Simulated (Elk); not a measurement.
**Worked example: self-consistent single point of ZnGe3 (Pm-3m, 4 atoms in the cell) in Elk**

Method: Elk with PBEsol, all-electron FP-LAPW, Elk's shipped species files, APW+lo basis with extra local orbitals.

The input file:

```
tasks
  0

xctype
  22

rgkmax
  8.0

gmaxvr
  16.0

nxlo
  2

lorbcnd
  .true.

lmaxi
  2

stype
  0

swidth
  0.00499791

avec
    7.9791039996    0.0000000000    0.0000000000
    0.0000000000    7.9791039996    0.0000000000
    0.0000000000    0.0000000000    7.9791039996

atoms
  2   : nspecies
  'Zn.in'   : spfname
  1   : natoms; atposl, bfcmt below
  0.0000000000  0.0000000000  0.0000000000    0.0 0.0 0.0
  'Ge.in'   : spfname
  3   : natoms; atposl, bfcmt below
  0.0000000000  0.5000000000  0.5000000000    0.0 0.0 0.0
  0.5000000000  0.0000000000  0.5000000000    0.0 0.0 0.0
  0.5000000000  0.5000000000  0.0000000000    0.0 0.0 0.0

ngridk
  10 10 10
```

Log, with long lists cut:

```
│ Elk code version 10.2.4 │

All units are atomic (Hartree, Bohr, etc.)

│ Ground-state run starting from atomic densities │

Lattice vectors :
   7.979104000       0.000000000       0.000000000
   0.000000000       7.979104000       0.000000000
   0.000000000       0.000000000       7.979104000

Unit cell volume      :    507.9984382
Brillouin zone volume :   0.4882893229

Muffin-tin inner radius fraction :   0.1000000000E-01

Nuclei treated as point charges

Species :    1 (Zn)
 parameters loaded from : Zn.in
 name : zinc
 nuclear charge    :   -30.00000000
 electronic charge :    30.00000000
 atomic mass :    119233.3129
 muffin-tin radius :    2.400000000
 number of radial points in muffin-tin :    497
 atomic positions (lattice), magnetic fields (Cartesian) :
   1 :   0.00000000  0.00000000  0.00000000    0.00000000  0.00000000  0.00000000

Species :    2 (Ge)
 parameters loaded from : Ge.in
 name : germanium
 nuclear charge    :   -32.00000000
 electronic charge :    32.00000000
 atomic mass :    132414.6195
 muffin-tin radius :    2.400000000
 number of radial points in muffin-tin :    497
 atomic positions (lattice), magnetic fields (Cartesian) :
   1 :   0.00000000  0.50000000  0.50000000    0.00000000  0.00000000  0.00000000
   2 :   0.50000000  0.00000000  0.50000000    0.00000000  0.00000000  0.00000000
   3 :   0.50000000  0.50000000  0.00000000    0.00000000  0.00000000  0.00000000

Total number of atoms per unit cell :    4

Spin treatment :
 spin-unpolarised

Number of Bravais lattice symmetries :   48
Number of crystal symmetries         :   48
Crystal has inversion symmetry
Real symmetric eigensolver will be used

k-point grid :     10    10    10
k-point offset :    0.000000000       0.000000000       0.000000000
k-point set is reduced with full crystal symmetry group
Total number of k-points :       56

Muffin-tin radius times maximum |G+k| :    8.000000000
 using average radius
Maximum |G+k| for APW functions       :    3.333333333
Maximum (1/2)|G+k|²                   :    5.555555556
Maximum |G| for potential and density :    16.00000000
 potential will be trimmed for |G| > 2 gkmax
Constant for pseudocharge density :   10
Radial integration step length :    4

G-vector grid sizes :     42    42    42
Number of G-vectors :    35033

Maximum angular momentum used for
 APW functions                      :    8
 outer part of muffin-tin           :    6
 inner part of muffin-tin           :    2

Total nuclear charge    :   -126.0000000
Total core charge       :    66.00000000
Total valence charge    :    60.00000000
Total excess charge     :    0.000000000
Total electronic charge :    126.0000000

Effective Wigner radius, rₛ :   0.9873422939

Number of empty states         :   16
Total number of valence states :   46
Total number of core states    :   66

Conduction state local-orbitals added automatically
Total number of local-orbitals :  322

Exchange-correlation functional :     22     0     0
 PBEsol, Phys. Rev. Lett. 100, 136406 (2008)
 gradient requirement :    1
 generalised gradient approximation (GGA)

Smearing type :    0
 Gaussian
Smearing width :   0.4997910000E-02
Effective electronic temperature (K) :    1578.215154

Mixing type :    3
 Broyden mixing, J. Phys. A: Math. Gen. 17, L317 (1984)

Kohn-Sham potential initialised from atomic data

│ Self-consistent loop started │
│ Loop number : 1 │
 total energy                :     -8092.18107621
│ Loop number : 2 │
 total energy                :     -8092.33009722
RMS change in Kohn-Sham potential (target) :   0.1565449242     (  0.1000000000E-05)
Absolute change in total energy (target)   :   0.1490210144     (  0.1000000000E-03)
│ Loop number : 3 │
 total energy                :     -8092.24377884
RMS change in Kohn-Sham potential (target) :   0.1549767944     (  0.1000000000E-05)
Absolute change in total energy (target)   :   0.4906313098E-01 (  0.1000000000E-03)
│ Loop number : 4 │
 total energy                :     -8090.00088974
RMS change in Kohn-Sham potential (target) :   0.9294281387E-01 (  0.1000000000E-05)
Absolute change in total energy (target)   :    2.255154882     (  0.1000000000E-03)
│ Loop number : 5 │
 total energy                :     -8088.33530382
RMS change in Kohn-Sham potential (target) :   0.3504838177E-01 (  0.1000000000E-05)
Absolute change in total energy (target)   :    2.229374641     (  0.1000000000E-03)
│ Loop number : 6 │
 total energy                :     -8087.75933532
RMS change in Kohn-Sham potential (target) :   0.9850508534E-02 (  0.1000000000E-05)
Absolute change in total energy (target)   :    1.133312162     (  0.1000000000E-03)
│ Loop number : 7 │
 total energy                :     -8087.55779787
RMS change in Kohn-Sham potential (target) :   0.4158004524E-03 (  0.1000000000E-05)
Absolute change in total energy (target)   :   0.4848654846     (  0.1000000000E-03)
│ Loop number : 8 │
 total energy                :     -8087.58115400
RMS change in Kohn-Sham potential (target) :   0.2639468175E-03 (  0.1000000000E-05)
Absolute change in total energy (target)   :   0.9786024940E-01 (  0.1000000000E-03)
│ Loop number : 9 │
 total energy                :     -8087.57301468
RMS change in Kohn-Sham potential (target) :   0.1379117641E-03 (  0.1000000000E-05)
Absolute change in total energy (target)   :   0.3260437748E-01 (  0.1000000000E-03)
│ Loop number : 10 │
 total energy                :     -8087.56362796
RMS change in Kohn-Sham potential (target) :   0.3162012070E-04 (  0.1000000000E-05)
Absolute change in total energy (target)   :   0.1753781454E-01 (  0.1000000000E-03)
│ Loop number : 11 │
 total energy                :     -8087.56101539
RMS change in Kohn-Sham potential (target) :   0.6599182133E-05 (  0.1000000000E-05)
Absolute change in total energy (target)   :   0.6997028655E-02 (  0.1000000000E-03)
│ Loop number : 12 │
 total energy                :     -8087.56050518
RMS change in Kohn-Sham potential (target) :   0.2077211627E-05 (  0.1000000000E-05)
Absolute change in total energy (target)   :   0.2259467159E-02 (  0.1000000000E-03)
│ Loop number : 13 │
 total energy                :     -8087.56042893
RMS change in Kohn-Sham potential (target) :   0.4858107722E-06 (  0.1000000000E-05)
Absolute change in total energy (target)   :   0.6411171980E-03 (  0.1000000000E-03)
│ Loop number : 14 │
 total energy                :     -8087.56044905
RMS change in Kohn-Sham potential (target) :   0.1566376887E-06 (  0.1000000000E-05)
Absolute change in total energy (target)   :   0.1401502941E-03 (  0.1000000000E-03)
│ Loop number : 15 │
 total energy                :     -8087.56045664
RMS change in Kohn-Sham potential (target) :   0.2542552670E-07 (  0.1000000000E-05)
Absolute change in total energy (target)   :   0.2745499660E-04 (  0.1000000000E-03)
Convergence targets achieved

│ Loop number : 16 │

Energies :
 Fermi                       :     0.246059893681
 sum of eigenvalues          :     -4646.02574963
 electron kinetic            :      8251.83579659
 core electron kinetic       :      7566.75069649
 Coulomb                     :     -16034.4808970
 Coulomb potential           :     -12498.1313420
 nuclear-nuclear             :     -936.942271745
 electron-nuclear            :     -17696.9459085
 Hartree                     :      2599.40728327
 Madelung                    :     -9785.41522599
 xc potential                :     -399.730204266
 exchange                    :     -297.975228799
 correlation                 :     -6.94012647497
 total energy                :     -8087.56045565

Density of states at Fermi energy :    39.36667977
 (states/Hartree/unit cell)

Estimated indirect band gap :   0.2719438556E-02
 from k-point     32 to k-point     14
Estimated direct band gap   :   0.1238324135E-01
 at k-point     32

Charges :
 core                        :    66.00000000
 valence                     :    60.00000000
 interstitial                :    6.145417339
 muffin-tins (core leakage)
  species :    1 (Zn)
   atom    1                 :    28.80236737     (  0.8253376905E-04)
  species :    2 (Ge)
   atom    1                 :    30.35073843     (  0.3340576915E-03)
   atom    2                 :    30.35073843     (  0.3340576915E-03)
   atom    3                 :    30.35073843     (  0.3340576915E-03)
 total in muffin-tins        :    119.8545827
 total calculated charge     :    125.9669684
 total charge                :    126.0000000
 error                       :   0.3303162058E-01

│ Self-consistent loop stopped │
```

The run converged in 16 iterations. The count includes the last loop, which Elk runs after its targets are met.

The starting cell comes from a database of computed structures (which also holds hypothetical and non-ambient phases and stackings), without a prior relaxation at this level. Values depend on the basis (sphere radii, cutoffs, local orbitals), which need not be converged. The log's line on a gap gives a spacing of levels on this mesh, which the program prints for metals too.

Cost on one core of a shared machine: roughly 2 min.
